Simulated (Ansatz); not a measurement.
**Migration barriers: Al-vacancy pair in rutile TiO2, charge state +1**

System: Al-vacancy pair (Al on one host Ti site, one O site vacant) in rutile TiO2 (charge state +1). These are PBE, PAW (plane waves to 420 eV; Ansatz, a program for electronic structure) values and carry that method's errors.

Cell of 72 host sites held at the relaxed PBE lattice; one k-point at (0.250, 0.250, 0.250); Fermi-Dirac width 0.01 eV, spin-restricted; finite-size errors left in. Energies are static. The charge state is imposed; whether it is stable for some Fermi level was not computed. Forms of the defect that were not tried may lie lower.

Barriers: single points on a 2×2×2 k-point mesh shifted by half a step at the bands' geometries (they differ from the bands' own by up to 0.06 eV, and are uncertain by about as much).

```tsv
Route	Start site over the lowest site run (eV)	Hop (Å)	Forward barrier (eV)	Backward barrier (eV)	Neighbours at the start	Neighbours at the saddle	Saddle order	Forward, on the band's own sampling (eV)
one O atom jumps into the vacancy from a nearby O site (Al-vacancy distance between ideal sites 1.96 Å throughout)	0.00	2.31	0.65	0.65	Al at 1.83; Ti at 1.93, Ti at 2.03 Å	Al at 1.69; Ti at 1.73 Å	inconclusive, on a symmetry element	0.65
one O atom jumps into the vacancy from a nearby O site (Al-vacancy distance between ideal sites 1.96 → 4.61 Å)	0.00	2.69	1.09	0.95	Ti at 1.93, Ti at 1.96, Ti at 2.04 Å	Ti at 1.82, Ti at 2.21, Ti at 2.33 Å	inconclusive	1.12
one O atom jumps into the vacancy from a nearby O site (Al-vacancy distance between ideal sites 1.96 → 2.00 Å)	0.00	2.60	1.18	1.12	Al at 1.93; Ti at 1.88, Ti at 2.07 Å	Al at 1.83; O at 2.37; Ti at 2.06, Ti at 2.19 Å	inconclusive	1.23
one O atom jumps into the vacancy from a nearby O site (Al-vacancy distance between ideal sites 1.96 → 3.58 Å)	0.00	2.68	1.23	1.14	2 Ti at 1.96, Ti at 2.01 Å	Ti at 1.78 Å	inconclusive	1.29
```

Paths come from climbing-image nudged elastic band runs. Of the routes that converged and passed our checks, the lowest saddle point lies 0.65 eV above the lowest of the sites run (one O atom jumps into the vacancy from a nearby O site (Al-vacancy distance between ideal sites 1.96 Å throughout)); other sites, such as split forms, and other routes may lie lower. A band can be held on a symmetry element, so unchecked saddle points there may be too high. A further band (one O atom jumps into the vacancy from a nearby O site (Al-vacancy distance between ideal sites 2.00 → 4.56 Å), 2.45 Å) gave 0.78 eV forward on its own sampling, 0.89 eV above the lowest site run, but it passes through another well, so it is not taken as a result.

The whole set of runs took roughly 13 core-hours.
